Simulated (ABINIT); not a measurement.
**How far to go with the k-point mesh at a smearing width of 0.05 eV: Ag (Fm-3m, 1 atom in the cell)**

```
Ag
1.0
    0.00000     2.05523     2.05523
    2.05523     0.00000     2.05523
    2.05523     2.05523     0.00000
Ag
1
Direct
  0.00000   0.00000   0.00000
```

Level of theory: PBE, norm-conserving pseudopotentials (PseudoDojo nc-sr-05 PBE standard) (plane waves; ABINIT 10.0.3).

Base settings: pseudos = [Ag.upf]; ecut = 1116 eV; ixc = 11; occopt = 3; tsmear = 0.00367493 Ha; ngkpt = 8 8 8; nshiftk = 1; shiftk = 0 0 0; potentials = PseudoDojo nc-sr-05 PBE standard; nband = 15.

In this ladder: tsmear = 0.00183747 Ha.

The second cell is the first with its lattice scaled by 0.98.

Only quantities that move along the ladder and can be compared are tabulated.

The count of work is k-points × plane waves × bands × iterations; it is no time. Core times come from one kind of shared machine, to one figure; runs under 30 s give none.

The starting cell has typed, rounded lattice constants, without a prior relaxation at this level. Its lattice was rescaled by up to half a per cent. In the base run, with a pressure of about 3 GPa the cell is away from its equilibrium volume at this level.

| ngkpt | free energy less the last step's (meV/atom) | energy of the compressed cell less the first (meV/atom) | pressure (GPa) | count of work / last | core time / last (rough) |
|---|---|---|---|---|---|
| 5 5 5 | -119.87 | 33.95 | 1.58 | 0.018 | – |
| 6 6 6 | 65.30 | 44.76 | 3.17 | 0.029 | – |
| 7 7 7 | -50.22 | 37.22 | 2.06 | 0.041 | – |
| 9 9 9 | -18.45 | 38.53 | 2.26 | 0.071 | – |
| 10 10 10 | 12.65 | 41.62 | 2.74 | 0.096 | – |
| 12 12 12 | 4.00 | 40.53 | 2.64 | 0.13 | – |
| 15 15 15 | 2.68 | 39.03 | 2.37 | 0.24 | 0.4 |
| 18 18 18 | -3.05 | 39.84 | 2.46 | 0.40 | 0.6 |
| 22 22 22 | -2.59 | 39.73 | 2.46 | 0.67 | 0.8 |
| 27 27 27 | 0.00 | 39.77 | 2.48 | 1.0 | 1 |

Coarsest ngkpt that holds the energy of the compressed cell less the first within 0.5 meV/atom of the last step, with all finer ones: 18 18 18, at 0.40 of the last step's count of work; the step before is off by 0.74 meV/atom.

Coarsest ngkpt that holds the free energy within 5 meV/atom: not settled: the last two steps still differ by 2.6 meV/atom, over half the tolerance, so the ladder does not show it.

Coarsest ngkpt that holds the pressure within 0.1 GPa of the last step, with all finer ones: 18 18 18, at 0.40 of the last step's count of work; the step before is off by 0.11 GPa.
